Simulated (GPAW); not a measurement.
# Worked example: self-consistent single point of Si2Ag2Sr (I4/mmm, 5 atoms in the cell) in GPAW

Method of the run: PBEsol, GPAW PAW datasets PBEsol (made by gpaw-setup) (plane waves; GPAW 25.7.0).

Input as run:

```python
from ase import Atoms
from ase.units import GPa
from gpaw import GPAW, PW

atoms = Atoms(['Si', 'Si', 'Ag', 'Ag', 'Sr'],
              cell=[[-2.190000, 2.190000, 5.240000],
                    [2.190000, -2.190000, 5.240000],
                    [2.190000, 2.190000, -5.240000]],
              scaled_positions=[[0.389000, 0.389000, 0.000000],
                                [0.611000, 0.611000, 0.000000],
                                [0.750000, 0.250000, 0.500000],
                                [0.250000, 0.750000, 0.500000],
                                [0.000000, 0.000000, 0.000000]],
              pbc=True)

calc = GPAW(mode=PW(600),
            xc='PBEsol',
            kpts=(7, 7, 7),
            occupations={'name': 'methfessel-paxton', 'width': 0.272, 'order': 1},
            nbands=-11,
            convergence={'density': 1e-05, 'energy': 1e-05},
            symmetry={'symmorphic': False, 'tolerance': 0.0005},
            maxiter=100,
            txt='-')

atoms.calc = calc

energy = atoms.get_potential_energy()
print('Energy (eV):', round(energy, 6))
forces = atoms.get_forces()
print('Forces (eV/Ang):')
print(forces.round(5))
stress = atoms.get_stress()
print('Stress (GPa, Voigt):', (stress / GPa).round(4))
```

Log, with long lists cut:

```
Input parameters:
  convergence: {density: 1e-05,
                energy: 1e-05}
  kpts: [7 7 7]
  maxiter: 100
  mode: {ecut: 600.0,
         name: pw}
  nbands: -11
  occupations: {name: methfessel-paxton,
                order: 1,
                width: 0.272}
  symmetry: {symmorphic: False,
             tolerance: 0.0005}
  xc: PBEsol

species:
  Si:
    name: Silicon
    Z: 14.0
    valence: 4
    core: 10
    charge: 0.0
    file: Si.PBEsol.gz

    # Using partial waves for Si as LCAO basis

  Ag:
    name: Silver
    Z: 47.0
    valence: 17
    core: 30
    charge: 0.0
    file: Ag.PBEsol.gz

    # Using partial waves for Ag as LCAO basis

  Sr:
    name: Strontium
    Z: 38.0
    valence: 10
    core: 28
    charge: 0.0
    file: Sr.PBEsol.gz

    # Using partial waves for Sr as LCAO basis

Reference energy: -391245.914220  # eV

Spin-paired calculation

Convergence criteria:
 Maximum [total energy] change in last 3 cyles: 1e-05 eV / valence electron
 Maximum integral of absolute [dens]ity change: 1e-05 electrons / valence electron
 Maximum integral of absolute [eigenst]ate change: 4e-08 eV^2 / valence electron
 Maximum number of scf [iter]ations: 100

Symmetries present (total): 16
Symmetries with fractional translations: 0
343 k-points: 7 x 7 x 7 Monkhorst-Pack grid
40 k-points in the irreducible part of the Brillouin zone
       k-points in crystal coordinates                weights
   0:     0.00000000    0.00000000    0.00000000          1/343
   1:     0.14285714   -0.14285714    0.00000000          4/343
   2:     0.14285714   -0.14285714    0.14285714          4/343
   [... 7 lines left out ...]
          ...
  39:     0.42857143    0.42857143    0.42857143          8/343

Wave functions: Plane wave expansion
  Cutoff energy: 600.000 eV
  Number of coefficients (min, max): 3335, 3381
  Pulay-stress correction: 0.000000 eV/Ang^3 (de/decut=0.000000)

Occupation numbers: Methfessel-Paxton:
  width: 0.2720  # eV
  order: 1

Eigensolver

Densities:
  Coarse grid: 35*35*35 grid
  Fine grid: 70*70*70 grid
  Total Charge: 0.000000

Density mixing:
  Method: separate
  Backend: pulay
  Linear mixing parameter: 0.05
  old densities: 5
  Damping of long wavelength oscillations: 50

Hamiltonian:
  XC and Coulomb potentials evaluated on a 70*70*70 grid
  External potential:
    NoExternalPotential

XC parameters: PBEsol with 2 nearest neighbor stencil

Number of atoms: 5
Number of atomic orbitals: 37
Number of bands in calculation: 37
Number of valence electrons: 52
Bands to converge: occupied

Density initialized from atomic densities
  37 bands from LCAO basis set

Atomic positions and initial magnetic moments

Positions:
   0 Si    -0.000000    0.000000    4.076720    ( 0.0000,  0.0000,  0.0000)
   1 Si    -0.000000    0.000000    6.403280    ( 0.0000,  0.0000,  0.0000)
   2 Ag    -0.000000    2.190000    2.620000    ( 0.0000,  0.0000,  0.0000)
   3 Ag     2.190000    0.000000    2.620000    ( 0.0000,  0.0000,  0.0000)
   4 Sr     0.000000    0.000000    0.000000    ( 0.0000,  0.0000,  0.0000)

Unit cell:
           periodic     x           y           z      points  spacing
  1. axis:    yes   -2.190000    2.190000    5.240000    35     0.1155
  2. axis:    yes    2.190000   -2.190000    5.240000    35     0.1155
  3. axis:    yes    2.190000    2.190000   -5.240000    35     0.0885

  Lengths:   6.086855   6.086855   6.086855
  Angles:  137.825188 137.825188  61.170838

Effective grid spacing dv^(1/3) = 0.1328

     iter     time        total  log10-change:
                         energy   eigst   dens
iter:   1 --:--:--   -24.536368
iter:   2 --:--:--   -23.661699   -1.55  -1.28
iter:   3 --:--:--   -22.095247   -1.34  -1.34
iter:   4 --:--:--   -22.150747   -2.64  -1.63
iter:   5 --:--:--   -22.045749   -2.57  -1.69
iter:   6 --:--:--   -22.035927   -3.72  -2.30
iter:   7 --:--:--   -22.024448   -3.50  -2.35
iter:   8 --:--:--   -22.023518   -4.63  -3.04
iter:   9 --:--:--   -22.023482   -5.43  -3.14
iter:  10 --:--:--   -22.023467c  -5.32  -3.34
iter:  11 --:--:--   -22.023449c  -6.74  -3.70
iter:  12 --:--:--   -22.023431c  -6.23  -3.75
iter:  13 --:--:--   -22.023433c  -7.57c -4.01
iter:  14 --:--:--   -22.023432c  -8.02c -4.04
iter:  15 --:--:--   -22.023429c  -7.40  -4.08
iter:  16 --:--:--   -22.023428c  -8.04c -4.27
iter:  17 --:--:--   -22.023431c  -6.97  -4.34
iter:  18 --:--:--   -22.023430c  -8.66c -4.69
iter:  19 --:--:--   -22.023428c  -8.06c -4.76
iter:  20 --:--:--   -22.023428c  -8.75c -5.03c

Converged after 20 iterations.

Dipole moment: (-0.000000, 0.000000, -0.000000) |e|*Ang

Energy contributions relative to reference atoms: (reference = -391245.914220)

Kinetic:         +0.926508
Potential:       -0.673070
External:        +0.000000
XC:             -22.431342
Entropy (-ST):   +0.013261
Local:           +0.145635
SIC:             +0.000000
--------------------------
Free energy:    -22.019008
Extrapolated:   -22.023428

Showing only first 2 kpts
 Kpt  Band  Eigenvalues  Occupancy
  0    24      6.19175    2.00001
  0    25      7.64083   -0.02501
  0    26      7.64084   -0.02501
  0    27      7.78414   -0.00391

  1    24      6.16205    2.00000
  1    25      6.48608    2.00368
  1    26      6.78489    2.06955
  1    27      9.45315   -0.00000

Fermi level: 7.13702

No gap
No difference between direct/indirect transitions
Energy (eV): -22.023428

Forces in eV/Ang:
  0 Si   -0.00000   -0.00000   -0.22468
  1 Si   -0.00000   -0.00000    0.22468
  2 Ag    0.00000    0.00000    0.00000
  3 Ag    0.00000    0.00000    0.00000
  4 Sr    0.00000    0.00000   -0.00000

Stress tensor:
     0.013163     0.000000     0.000000
     0.000000     0.013163    -0.000000
     0.000000    -0.000000     0.011577
Stress (GPa, Voigt): [ 2.109   2.109   1.8549 -0.      0.      0.    ]
```

The run converged in 20 iterations. GPAW prints stress with tension positive.

The starting cell comes from a database of published, mostly measured structures (it also holds non-ambient and calculated ones), without a prior relaxation at this level.

Cost on one core of a shared machine: roughly 6 min.
